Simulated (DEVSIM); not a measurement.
Structure: Al/SiON/p-GaSb capacitor, at 300 K.

```csv
layer (left to right),material,thickness (nm),Na (cm⁻³)
1,SiON,20.0,-
2,GaSb,570,1.1e18
```

Metal gate on the left, work function 4.1 eV. Fixed charge at the semiconductor interface 0 cm⁻² (in units of +e); interface traps 2e12 cm⁻² eV⁻¹, uniform in energy, neutral level at 0.5 of the gap above the valence band.

This is a model device: material constants are rounded textbook-type values typed into the input, and sizes, dopings and lifetimes were drawn at random. Values at 300 K.

```
parameter      SiON    GaSb
-------------  ----  ------
gap (eV)          7   0.726
affinity (eV)   1.4    4.06
permittivity    5.5    15.7
Nc (cm⁻³)         -  2.1e17
Nv (cm⁻³)         -  1.8e19
```

Simulated with DEVSIM: 1D Poisson equation in equilibrium, Boltzmann statistics, complete ionisation; no quantum confinement or tunnelling. Metal contacts follow the ideal Schottky-Mott rule: no Fermi-level pinning, no interface dipoles.

Problem. Tabulate band edges, carrier densities and field at 0.8 V on the gate.

Solution. Energies count from the Fermi level of the right contact; mesh points crowd at the junctions.

```json
[
 {"x (μm)": "0.000", "Ec (eV)": "1.900", "Ev (eV)": "-5.100", "n (cm⁻³)": "< 1e2", "p (cm⁻³)": "< 1e2", "field (V/cm)": "600000"},
 {"x (μm)": "0.001151", "Ec (eV)": "1.969", "Ev (eV)": "-5.031", "n (cm⁻³)": "< 1e2", "p (cm⁻³)": "< 1e2", "field (V/cm)": "600000"},
 {"x (μm)": "0.003172", "Ec (eV)": "2.089", "Ev (eV)": "-4.911", "n (cm⁻³)": "< 1e2", "p (cm⁻³)": "< 1e2", "field (V/cm)": "600000"},
 {"x (μm)": "0.007094", "Ec (eV)": "2.322", "Ev (eV)": "-4.678", "n (cm⁻³)": "< 1e2", "p (cm⁻³)": "< 1e2", "field (V/cm)": "600000"},
 {"x (μm)": "0.01451", "Ec (eV)": "2.764", "Ev (eV)": "-4.236", "n (cm⁻³)": "< 1e2", "p (cm⁻³)": "< 1e2", "field (V/cm)": "600000"},
 {"x (μm)": "0.01757", "Ec (eV)": "2.946", "Ev (eV)": "-4.053", "n (cm⁻³)": "< 1e2", "p (cm⁻³)": "< 1e2", "field (V/cm)": "600000"},
 {"x (μm)": "0.01932", "Ec (eV)": "3.050", "Ev (eV)": "-3.950", "n (cm⁻³)": "< 1e2", "p (cm⁻³)": "< 1e2", "field (V/cm)": "600000"},
 {"x (μm)": "0.02064", "Ec (eV)": "0.444", "Ev (eV)": "-0.282", "n (cm⁻³)": "7.2e9", "p (cm⁻³)": "3.3e14", "field (V/cm)": "220000"},
 {"x (μm)": "0.02251", "Ec (eV)": "0.482", "Ev (eV)": "-0.244", "n (cm⁻³)": "1.7e9", "p (cm⁻³)": "1.5e15", "field (V/cm)": "190000"},
 {"x (μm)": "0.02605", "Ec (eV)": "0.542", "Ev (eV)": "-0.184", "n (cm⁻³)": "1.6e8", "p (cm⁻³)": "1.5e16", "field (V/cm)": "150000"},
 {"x (μm)": "0.03349", "Ec (eV)": "0.619", "Ev (eV)": "-0.107", "n (cm⁻³)": "8300000", "p (cm⁻³)": "2.9e17", "field (V/cm)": "63000"},
 {"x (μm)": "0.05530", "Ec (eV)": "0.653", "Ev (eV)": "-0.073", "n (cm⁻³)": "2200000", "p (cm⁻³)": "1.1e18", "field (V/cm)": "770"},
 {"x (μm)": "0.09292", "Ec (eV)": "0.654", "Ev (eV)": "-0.072", "n (cm⁻³)": "2200000", "p (cm⁻³)": "1.1e18", "field (V/cm)": "≈ 0"},
 {"x (μm)": "0.1644", "Ec (eV)": "0.654", "Ev (eV)": "-0.072", "n (cm⁻³)": "2200000", "p (cm⁻³)": "1.1e18", "field (V/cm)": "≈ 0"},
 {"x (μm)": "0.3652", "Ec (eV)": "0.654", "Ev (eV)": "-0.072", "n (cm⁻³)": "2200000", "p (cm⁻³)": "1.1e18", "field (V/cm)": "≈ 0"},
 {"x (μm)": "0.4762", "Ec (eV)": "0.654", "Ev (eV)": "-0.072", "n (cm⁻³)": "2200000", "p (cm⁻³)": "1.1e18", "field (V/cm)": "≈ 0"},
 {"x (μm)": "0.5346", "Ec (eV)": "0.654", "Ev (eV)": "-0.072", "n (cm⁻³)": "2200000", "p (cm⁻³)": "1.1e18", "field (V/cm)": "≈ 0"},
 {"x (μm)": "0.5624", "Ec (eV)": "0.654", "Ev (eV)": "-0.072", "n (cm⁻³)": "2200000", "p (cm⁻³)": "1.1e18", "field (V/cm)": "≈ 0"},
 {"x (μm)": "0.5800", "Ec (eV)": "0.654", "Ev (eV)": "-0.072", "n (cm⁻³)": "2200000", "p (cm⁻³)": "1.1e18", "field (V/cm)": "≈ 0"},
 {"x (μm)": "0.5855", "Ec (eV)": "0.654", "Ev (eV)": "-0.072", "n (cm⁻³)": "2200000", "p (cm⁻³)": "1.1e18", "field (V/cm)": "≈ 0"},
 {"x (μm)": "0.5884", "Ec (eV)": "0.654", "Ev (eV)": "-0.072", "n (cm⁻³)": "2200000", "p (cm⁻³)": "1.1e18", "field (V/cm)": "≈ 0"},
 {"x (μm)": "0.5900", "Ec (eV)": "0.654", "Ev (eV)": "-0.072", "n (cm⁻³)": "2200000", "p (cm⁻³)": "1.1e18", "field (V/cm)": "≈ 0"}
]
```
